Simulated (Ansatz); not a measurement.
Amorphous Ti₂₀O₄₃Al₂

The cell was made by melting and quenching with the CHGNet potential and then relaxed with DFT. O atoms were pushed apart under 1.9 Å during the dynamics, to hinder bonds among them. The hot cell started wider than the set density and was brought back towards it in steps. It is the lowest in DFT energy of 2 quenches. It is a model cell: composition and starting density were chosen by hand, and all elements were melted together. No dispersion term was used.

Methods: PBE, scalar-relativistic without spin-orbit coupling (Ansatz, a quantum-chemistry and plane-wave program); r2SCAN, scalar-relativistic without spin-orbit coupling (Ansatz); HSE06, scalar-relativistic without spin-orbit coupling (Ansatz). Geometry, pressure, stress and energy are those of the PBE run. Its sampling: a 2×2×2 Γ-centred mesh; Fermi-Dirac width 0.02 eV; no spin polarisation. Other functionals are single points at the zone centre (r2SCAN at 500 eV; exact exchange cut at the cell's faces), free to take moments where seeds were set. At PBE the levels at the filled edge of the gap are localised (band-tail or defect states).

Number of atoms in the cell: 65
Density (held, not predicted): 3.56 g/cm³
Volume per atom: 12.19 Å^3
Pressure on a 2×2×2 Γ-centred mesh: 3.35 GPa
Largest force and stress component on that mesh (the relaxation ran on the zone centre alone): 0.11 eV/Å and 4.7 GPa
Energy relative to anatase TiO2 + corundum (lowest mix at this level among the phases computed, not always the ambient ones): 156 meV/atom
Level gap on a 2×2×2 Γ-centred mesh (PBE): 2.55 eV
Level gap at the zone centre (PBE): 2.58 eV
Level gap at the zone centre (r2SCAN): 2.91 eV
Level gap at the zone centre (HSE06): 4.09 eV

Bonds are counted up to Ti-Ti 3.12 Å, Ti-O 2.46 Å, Ti-Al 2.89 Å, O-O 1.58 Å, O-Al 2.24 Å, Al-Al 2.66 Å. Two cations that share two anions don't count as bonded, nor two that share one unless they lie closer than Ti-Ti 3.04 Å, Ti-Al 2.81 Å, Al-Al 2.59 Å.

The mean coordination of Ti by anions is 5.10 (1 with 4, 16 with 5, 3 with 6) and the mean coordination of O comes out as 2.56 (20 with 2, 22 with 3, 1 with 4). The mean coordination of Al by anions comes out as 4.00 (2 with 4), the mean Ti-O bond is 1.938 Å (spread 0.141 Å, 102 counted) and the mean O-Al bond is 1.763 Å (spread 0.012 Å, 8 counted).

Its density started from a set value of 3.56 g/cm³. The quench (nominally 360 K/ps over its main leg) was far faster than any real one, so the model tends to hold more defects than a real film. Values belong to this one cell and scatter from quench to quench. The volume was held where the preparation left it, at a PBE pressure of 3.3 GPa. Stress components on the final sampling reach 4.7 GPa.
